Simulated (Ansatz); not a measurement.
ZnO (P6_3mc) under biaxial stress in the c plane (compression positive): hole mass along x by r2SCAN with spin-orbit coupling, rigid bands (plane waves, PAW; Ansatz, a program for electronic structure). The unloaded cell, whose axes the loads refer to:

```yaml
crystal:
  lattice:
    - [3.22991, 0.00000, 0.00000]
    - [-1.61495, 2.79718, 0.00000]
    - [0.00000, 0.00000, 5.21468]
  atoms:
    - { symbol: Zn, position: [0.33333, 0.66667, 0.99805] }
    - { symbol: Zn, position: [0.66667, 0.33333, 0.49805] }
    - { symbol: O, position: [0.33333, 0.66667, 0.37695] }
    - { symbol: O, position: [0.66667, 0.33333, 0.87695] }
```

```csv
biaxial stress in the c plane (compression positive) (GPa),volume per atom (Å³),hole mass along x (mₑ)
-6.6,12.12,1.68
-4.4,12.01,1.73
-2.2,11.90,1.77
0,11.78,?
4.4,11.54,1.89
6.6,11.41,1.93
```

Question: Fit a straight line to ln(hole mass along x) against the load over the rows given, and predict the row at 0 GPa.

Answer: The means are x̄ = -0.440 GPa and ȳ = 0.5864; Σ(x − x̄)(y − ȳ) = 1.339 and Σ(x − x̄)² = 129.7, so the slope is 1.03 % per GPa, and the rows given lie within 0.40 % of the line. At 0 GPa the line gives 1.81 mₑ; the calculation gives 1.81 mₑ, 0.24 % from it.

Masses are for dilute carriers at 300 K, harmonic means over directions unless an axis is named. Stresses and pressures are the targets of the relaxation. The structure type is held at every load. Geometry: cell and atoms relaxed with PBEsol.
